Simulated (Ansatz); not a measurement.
Defect migration in rutile TiO2: O vacancy, charge state +2. The step: a nearby O atom hops onto the vacant site; the atom moves 2.40 Å along (-0.36, -0.36, 0.00) of the unit cell; the moving atom starts with neighbours 2 Ti at 1.90, Ti at 2.09 Å and ends with 2 Ti at 1.90, Ti at 2.09 Å. A PBE band in Ansatz (plane-wave PAW, one k-point at (0.250, 0.250, 0.250), 72 host sites, 278 SCF runs with any check of the saddle's order, static, no finite-size correction) gives a forward barrier of 0.83 eV. The check of the saddle point's order was inconclusive. The charge state is imposed; whether it is stable for some Fermi level was not computed. Forms of the defect that were not tried may lie lower.

Single points at the band's start and saddle point can refine it. Rough cost of one point, in units of the band's mean SCF on the same machine:

```csv
Level,Cost of one point
"PBE, a 2×2×2 k-point mesh shifted by half a step",about 4
"r2SCAN at 500 eV, one k-point at (0.250, 0.250, 0.250)",about 3
```

Q: Which of these move the barrier by more than 0.1 eV, and how far does each move it?

A: Not one does. PBE, a 2×2×2 k-point mesh shifted by half a step: -0.02 eV; r2SCAN at 500 eV, one k-point at (0.250, 0.250, 0.250): -0.02 eV. Each functional is compared with PBE at the same k-points.

Ansatz is a first-principles code.
